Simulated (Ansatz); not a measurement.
## Evanescent states of BP (F-43m, zinc blende, 2 atoms a cell, 11.6 Å³ an atom) along the normal of (111)

Calculation: r2SCAN (plane waves, PAW; Ansatz, an electronic-structure program).

The gap is the functional's own, uncorrected, and κ follows it; spin-orbit coupling is left out. Mid-gap means the computed energy nearest the middle.

Energies count from the valence-band top; κ is the least over a 12×12 mesh across the current.

| E (eV) | κ (1/Å) | where |
|---|---|---|
| 0.04 | 0.036 | Γ |
| 0.12 | 0.062 | Γ |
| 0.20 | 0.079 | Γ |
| 0.28 | 0.092 | Γ |
| 0.36 | … | Γ |
| 0.44 | … | Γ |
| 0.52 | … | Γ |
| 0.60 | 0.130 | Γ |
| 0.68 | … | Γ |
| 0.76 | … | Γ |
| 0.84 | … | Γ |
| 0.92 | … | Γ |
| 1.00 | … | Γ |
| 1.08 | … | off Γ |
| 1.16 | 0.130 | off Γ |
| 1.24 | 0.109 | off Γ |
| 1.32 | 0.081 | off Γ |
| 1.40 | 0.022 | off Γ |

**Question.** Complete the blanks.

**Answer.** 
- 0.36, κ (1/Å): 0.104
- 0.44, κ (1/Å): 0.114
- 0.52, κ (1/Å): 0.122
- 0.68, κ (1/Å): 0.137
- 0.76, κ (1/Å): 0.144
- 0.84, κ (1/Å): 0.149
- 0.92, κ (1/Å): 0.155
- 1.00, κ (1/Å): 0.159
- 1.08, κ (1/Å): 0.147
